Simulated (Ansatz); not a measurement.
Cell and atoms of amorphous Si20S40:

```xyz
60
Lattice="11.5797 -0.1828 -0.4767 -0.1828 11.7912 -0.0811 -0.4767 -0.0811 10.9702" Properties=species:S:1:pos:R:3 pbc="T T T"
Si    10.3350     8.3725     9.4648
Si     8.4614     6.2365     2.7858
Si     6.4222    10.9128     6.4855
Si    10.7030     7.4742     6.3045
Si     3.7888    10.3095    10.5810
Si     2.8921     0.0789     1.3722
Si     6.1515     3.8470     0.1255
Si     2.3151     4.2184     9.5298
Si     7.3796     2.2004     5.7134
Si     6.3917     8.7634     1.5218
Si     0.2455     5.7814     0.2807
Si     1.6494     0.7781     3.7048
Si     9.5975     4.0212     0.1600
Si     2.3442     7.3392     5.3900
Si     3.1483    10.2883     7.2994
Si     9.6130    11.0776     7.7244
Si     8.0628     8.1499     7.0653
Si     4.7483     7.1521     2.8949
Si     6.1447     3.7623     3.5865
Si     0.6403     0.5280     6.2695
S      1.3668    11.3188     7.8386
S      3.6005     8.9659     8.8957
S      6.3554     5.9867     3.8679
S      0.1695    11.0651     4.4828
S      4.7455     0.0675     7.1343
S      8.9857     1.9838     0.2386
S      1.5336     2.2142     5.3018
S      2.3348     5.9240    -0.0566
S      1.9061     4.7470     7.4766
S     10.5957    10.5108     9.5442
S      9.9807     4.7089     9.3273
S      7.8019     5.2634     0.5761
S      4.5406     4.2964     9.3787
S      5.2199     3.0187     5.2818
S     11.3408     7.6586     0.3841
S      7.3128    -0.0336     4.8095
S     11.1741     4.4605     1.5342
S      0.1970     7.1216     5.0540
S      9.5909     9.4666     6.1288
S      5.1816     7.1038     0.8013
S      3.4958     0.6052    10.5956
S      7.5857    11.3221     8.2711
S      3.2252     6.3586     7.0293
S      8.8686     6.3820     6.1306
S      6.3574    10.3972     0.1921
S      1.0159     1.0882     1.6788
S      8.1177     3.0604     3.6632
S      2.7136     9.7475     0.9327
S      2.7989     6.4768     3.4280
S      6.7784     2.2277    10.0657
S      5.2911     9.1480     3.3183
S      0.2006     7.6771     8.5759
S      1.1728     2.5835     9.6459
S      8.3994     8.3302     2.0364
S     10.4305     1.0331     6.7953
S      4.9250     3.4581     1.8207
S      3.0428     9.3476     5.3659
S      3.7151     0.3929     3.3320
S      8.2446     7.9521     9.1672
S      6.1579     8.7194     6.4249
```

The numbers are results of PBE-D3(BJ), scalar-relativistic without spin-orbit coupling (plane waves to 420 eV, PAW; Ansatz, a first-principles code), not measurements.

A CHGNet melt-quench gave the starting glass, which DFT then relaxed. The hot cell started wider than the set density and was brought back towards it in steps. It is the lowest in DFT energy of 3 quenches. It is a model cell: composition and starting density were chosen by hand, and all elements were melted together. The geometry includes D3(BJ) dispersion. Its density started from a set value of 1.89 and ended at 2.05 g/cm³. Cooling (nominally 83 K/ps over its main leg) ran many orders faster than in experiment, which tends to leave more defects and strain. A cell of this size samples the disorder only roughly. Volume and shape were free in the relaxation.

Bonds are counted up to Si-Si 2.66 Å, Si-S 2.62 Å, S-S 2.39 Å.

Question: Give the coordination numbers, mean bond lengths and angles.

Answer: 
The mean coordination of Si comes out as 3.90 (2 with 3, 18 with 4), the mean coordination of S comes out as 2.05 (1 with 1, 36 with 2, 3 with 3) and the mean Si-S bond comes out as 2.166 Å (spread 0.076 Å, 78 counted). The mean S-S bond comes out as 2.115 Å (spread 0.015 Å, 2 counted) and the bond angle at Si is mean 108.7°, spread 8.4°. The bond angle at S is mean 97.7°, spread 13.8°.

Question: Which atoms depart from the most common coordination of their element?

Answer: Si2 has 3 (S54 2.22 Å, S23 2.38 Å, S32 2.50 Å); Si9 has 3 (S47 2.34 Å, S34 2.35 Å, S36 2.41 Å); S23 has 3 (Si18 2.21 Å, Si19 2.25 Å, Si2 2.38 Å); S32 has 3 (Si7 2.22 Å, Si13 2.22 Å, Si2 2.50 Å); S39 has 3 (Si17 2.22 Å, Si16 2.27 Å, Si4 2.29 Å); S53 has 1 (Si8 2.00 Å).
